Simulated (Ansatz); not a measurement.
The (111) surface of rock-salt TaC in its 1x1 cell (cut with top plane C, bottom plane C), outermost plane spacing 1.29 Å in the ideal cut (one of several cuts of this face), with 1 C a cell over the bulk's ratio

Computed with PBE (plane waves to 420 eV, PAW; Ansatz, a quantum-chemistry and plane-wave program).

Set-up: 9 atoms, C5Ta4, 10.3 Å thick at the start (thin: gaps and levels are the slab's own); mesh 14x14x1; 0.1 eV smearing; dipole correction on; all atoms relaxed; held to the start's symmetry, so lower structures may exist; no spin, no spin-orbit, no U.

The work function of the top face is 7.07 eV and the energy released by relaxation is 1.05 eV. The cost comes out as around 2.5 core-minutes (rough).
